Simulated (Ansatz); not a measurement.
# Point defect Se on the Si site (Se_Si) in silicon

Level of theory: PBE, PAW (plane waves to 420 eV; Ansatz, a first-principles code). The supercell holds 216 host sites (3×3×3 repeats of the unit cell), with a 2×2×2 shifted k-point sampling for the final energies. Site at the start: the Si site. Finite-size correction: monopole term and site-potential alignment. Dielectric constants: PBE linear response of the host. Host gap at this level: 0.61 eV. A cell of this size leaves errors of a few tenths of an eV. Levels are measured in PBE's own, too narrow, gap. Spin–orbit coupling is left out. Each state is the lowest found from its start.

Formation energies E_f are given with the Fermi level at the valence-band maximum. Chemical conditions: host crystal and elements as references (Δμ(Si) = 0.00 eV, Δμ(Se) = 0.00 eV; Se taken from its element, since no compound that bounds it was computed at this level; only phases computed here count, gases as isolated molecules at 0 K). Reference phases: Se: trigonal Se, Si: silicon.

```json
[
 {"charge": "+2", "moment (μB)": "not spin-polarised", "point group": "Td", "largest move off a lattice site (Å)": "0.17", "image correction with alignment (eV)": "0.41", "E_f, host crystal and elements as references (eV)": "0.74"},
 {"charge": "+1", "moment (μB)": "1.0", "point group": "Td", "largest move off a lattice site (Å)": "0.19", "image correction with alignment (eV)": "0.12", "E_f, host crystal and elements as references (eV)": "0.86"},
 {"charge": "0", "moment (μB)": "not spin-polarised", "point group": "Td", "largest move off a lattice site (Å)": "0.20", "image correction with alignment (eV)": "0.00", "E_f, host crystal and elements as references (eV)": "1.27"},
 {"charge": "−1*", "moment (μB)": "quenched", "point group": "–", "largest move off a lattice site (Å)": "0.20", "image correction with alignment (eV)": "–", "E_f, host crystal and elements as references (eV)": "–"}
]
```

* At this level the carrier isn't localised at the defect: at charge −1 electrons occupy the conduction band. Such a state is shallow or no state of the defect, and this cell gives it no level.

Point groups are those of the whole cell at tolerances of 0.03 and 0.1 Å ("near" where only the looser one holds); none is given for unsettled states.

Starting moments that weren't kept: charge −1 began with 1 μB and ended with 0.0.

Transition levels above the valence-band maximum: ε(+2/+1) = 0.11 eV; ε(+1/0) = 0.41 eV. On the lower envelope of the bound states, inside the gap: (+2/+1) at 0.11 eV; (+1/0) at 0.41 eV.

All states together cost very roughly 6 core-hours.
